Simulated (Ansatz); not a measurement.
# How a calculation on LaSb2Au (P4/nmm, 8 atoms in the cell) responds to its settings

```xyz
8
Lattice="4.4088 0.0000 0.0000 0.0000 4.4088 0.0000 0.0000 0.0000 10.5622" Properties=species:S:1:pos:R:3 pbc="T T T"
La     0.0000     2.2044     2.7009
La     2.2044     0.0000     7.8613
Sb     0.0000     0.0000     5.2811
Sb     2.2044     2.2044     5.2811
Sb     0.0000     2.2044     8.8032
Sb     2.2044     0.0000     1.7590
Au     0.0000     0.0000     0.0000
Au     2.2044     2.2044     0.0000
```

Base run A: Ansatz (a first-principles code) with PBEsol, default PAW files made with PBE, self-consistent single point.

Its settings: basis.ecutwfc = 420 eV; kpoints.mp_grid.grid = 7 7 3; hamiltonian.xc = pbesol; hamiltonian.pseudopotentials = {kind: paw} (the program's default PAW files); scf.occupations.method = methfessel_paxton; scf.occupations.width = 0.1 eV.

The starting cell comes from a database of computed structures (which also holds hypothetical and non-ambient phases and stackings), without a prior relaxation at this level. Its lattice was rescaled by a random factor within 2.5 % of one. Ansatz's pressure includes its estimate of the finite-basis (Pulay) stress.

ΔF is the free energy per atom less that of run A. 

Run A gave: pressure (GPa) -0.61; largest force (eV/Å) 0.214; iterations 8.

Runs:
- B: scf.mixing.algorithm, scf.mixing.beta = broyden, 0.02
- C: scf.mixing.algorithm, scf.mixing.beta = broyden, 0.05
- D: scf.mixing.algorithm, scf.mixing.beta = broyden, 0.1
- E: scf.mixing.algorithm, scf.mixing.beta = broyden, 0.2
- F: scf.mixing.algorithm, scf.mixing.beta = broyden, 0.3
- G: scf.mixing.algorithm, scf.mixing.beta = broyden, 0.5
- H: scf.mixing.algorithm, scf.mixing.beta = broyden, 0.7
- I: scf.mixing.algorithm, scf.mixing.beta = broyden, 0.9
- J: scf.mixing.algorithm, scf.mixing.beta = broyden, 1

Question: Which runs reach the base run's state, and which is quickest in iterations?

Answer: Runs B, C, D, E, F, G, H, I, J ended on the same solution as A (within 1 meV/atom). The fewest iterations to that state were 8 (A, H, I, J); the most were 19.

```tsv
run	ΔF (meV/atom)	pressure (GPa)	largest force (eV/Å)	iterations
A	0.00	-0.61	0.214	8
B	0.00	-0.61	0.214	19
C	0.00	-0.61	0.214	16
D	0.00	-0.61	0.214	15
E	0.00	-0.61	0.214	13
F	0.00	-0.61	0.214	12
G	0.00	-0.61	0.214	10
H	0.00	-0.61	0.214	8
I	0.00	-0.61	0.214	8
J	0.00	-0.61	0.214	8
```

Keys are those of Ansatz 0.2.
